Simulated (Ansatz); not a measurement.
## SnO: stress against strain

SnO (litharge, P4/nmm, 17.516 Å³/atom at rest, c along z) under a strain ε along c (axis z), the other axes held. PBE-D3(BJ) in Ansatz, a plane-wave DFT program (PAW, default set), 420 eV, 12×12×10 Γ-centred mesh, Fermi-Dirac smearing 0.05 eV; ions are relaxed within the symmetry of each cell. Stress is positive for a compressed cell.

Here s stands for strain and y for stress zz.

```csv
strain (%),stress zz (GPa)
-3.00,?
-1.20,0.51
-0.60,0.25
0.00,0.00
0.60,-0.23
1.20,-0.44
```

Fit y of the 5 rows that show it with a straight line. Means: s 0, y 0.018. About the means, the sum of products is -1.4280 and the sum of squares of s is 3.6000; the slope is their ratio. Least squares gives y = 0.018 - 0.3967·s. Residuals (row less fit): 0.016, -0.006, -0.018, -0.010, 0.018; standard error 0.019 (degrees of freedom: 3). The slope gives the elastic constant C33 = 40 ± 1.0 GPa.

### Question
Estimate the missing y (s = -3.00); what did the run itself give?

### Answer
y = 0.018 - 0.3967 × (-3.0) = 1.208 GPa. The calculation gives 1.40 GPa, 0.192 GPa above the prediction (10.4 % of the range of y in the table). The row lies outside the fitted rows, so this is an extrapolation. From the scatter of the fitted rows alone, a prediction at this place has a standard error of 0.036 GPa, so the miss is 5.3 times that.

One order more, fitted to all 11 runs of the series, follows each within 0.01, so the miss is the next term of a smooth law. This level leaves no gap over 0.05 eV at strain -3.00, -1.20, -0.60, 0.00, 0.60, 1.20, where the mesh may be coarse. Rows are the converged runs of the series near zero and its far end; series whose fitted rows scatter by over a few per cent of the range, as at a crossing or softening among them, aren't shown in this form. Most that stay on the fit to the last digits aren't either.
